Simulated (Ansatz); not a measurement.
HfAu (P4/nmm), PBEsol, DFPT electron-phonon coupling, linearised Boltzmann equation (Ansatz, a program for electronic structure): phonon-limited resistivity 13.3 μΩ·cm at 300 K along x (a = (3.47, 0.00, 0.00) Å; b = (0.00, 3.47, 0.00) Å; c = (0.00, 0.00, 6.27) Å), 17.8 μΩ·cm at 400 K, current-weighted mean free path 9.4 nm, Drude plasma energy 4.78 eV.

**Question.** What is the classical skin depth at 10 GHz (nonmagnetic, μ₀ = 1.257×10⁻⁶ H/m)?

**Answer.** δ = √(ρ/(π f μ₀)) = 1840 nm.

**Question.** Estimate the electronic thermal conductivity at 300 K by the Wiedemann-Franz law (L₀ = 2.44×10⁻⁸ W·Ω/K²).

**Answer.** L₀T/ρ = 2.44×10⁻⁸ × 300/(13.3×10⁻⁸) = 55.0 W/(m·K). Inelastic scattering puts the true Lorenz number somewhat under L₀ near and below the Debye temperature.

**Question.** Estimate the resistivity of a 20 nm square wire with diffuse walls from ρ ≈ ρ₀(1 + 3ℓ/4d).

**Answer.** 1 + 0.75 × 9.4/20 = 1.35, so ρ ≈ 18.0 μΩ·cm and a line 1 μm long has 450 Ω. The formula is the free-electron limit for d well above ℓ; grain boundaries add to it.

A metal at this level (no band gap). Only scattering by harmonic phonons is included (no impurities, grain boundaries, electron-electron scattering or thermal expansion). Spin-orbit coupling is left out, which matters with elements this heavy. Halving the electron mesh (24x24x16) moves the resistivity by up to 6 % at 300 K, the mean free path by up to 2 %. Smearing 0.20 eV; phonons on a 4x4x3 q mesh, which this run doesn't test.

Computed structure with no diffraction record at hand here (it may be known, metastable or hypothetical): HfAu (P4/nmm).
